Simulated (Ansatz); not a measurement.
Converging the k-point mesh at a smearing width of 0.02 eV: Ta (Im-3m, 1 atom in the cell)

```
CELL_PARAMETERS angstrom
     -1.65825     1.65825     1.65825
      1.65825    -1.65825     1.65825
      1.65825     1.65825    -1.65825
ATOMIC_POSITIONS crystal
  Ta 0.00000 0.00000 0.00000
```

Level of theory: PBE, PAW files (plane waves; Ansatz, a quantum-chemistry and plane-wave program).

Base settings: basis.ecutwfc = 420 eV; kpoints.mp_grid.grid = 14 14 14; hamiltonian.xc = pbe; hamiltonian.pseudopotentials = {kind: paw} (the program's default PAW files); scf.occupations.method = gaussian; scf.occupations.width = 0.1 eV.

In this ladder: scf.occupations.width = 0.02 eV.

Only quantities that move along the ladder and can be compared are tabulated.

The count of work is k-points × plane waves × bands × iterations; it is no time. 

The starting cell has typed, rounded lattice constants, without a prior relaxation at this level. Its lattice was rescaled by up to half a per cent. Spin polarisation is off. Ansatz's pressure includes its estimate of the finite-basis (Pulay) stress.

Steps (kpoints.mp_grid.grid): 5 5 5; 6 6 6; 7 7 7; 9 9 9; 10 10 10; 13 13 13; 15 15 15; 18 18 18; 22 22 22; 27 27 27; 33 33 33.

Problem. What is the coarsest kpoints.mp_grid.grid that holds the pressure within 0.2 GPa of the last step, with all finer ones?

Solution. 18 18 18, at 0.20 of the last step's count of work; the step before is off by 0.56 GPa.

Problem. What is the coarsest kpoints.mp_grid.grid that holds the free energy within 5 meV/atom of the last step, with all finer ones?

Solution. 10 10 10, at 0.049 of the last step's count of work; the step before is off by 23 meV/atom.

| kpoints.mp_grid.grid | free energy less the last step's (meV/atom) | pressure (GPa) | count of work / last |
|---|---|---|---|
| 5 5 5 | 72.89 | 4.00 | 0.010 |
| 6 6 6 | 83.14 | 3.55 | 0.017 |
| 7 7 7 | -28.65 | 1.02 | 0.021 |
| 9 9 9 | 22.57 | 1.05 | 0.036 |
| 10 10 10 | -0.56 | 2.20 | 0.049 |
| 13 13 13 | 0.16 | 1.34 | 0.087 |
| 15 15 15 | 1.53 | -0.04 | 0.12 |
| 18 18 18 | -0.55 | 0.51 | 0.20 |
| 22 22 22 | 0.95 | 0.55 | 0.34 |
| 27 27 27 | -1.15 | 0.44 | 0.58 |
| 33 33 33 | 0.00 | 0.52 | 1.0 |

Two neighbours can agree and both be off: 7 7 7 and 9 9 9 differ by 0.02 GPa in the pressure, yet lie about 0.52 GPa from the last step.

Keys are those of Ansatz 0.2.
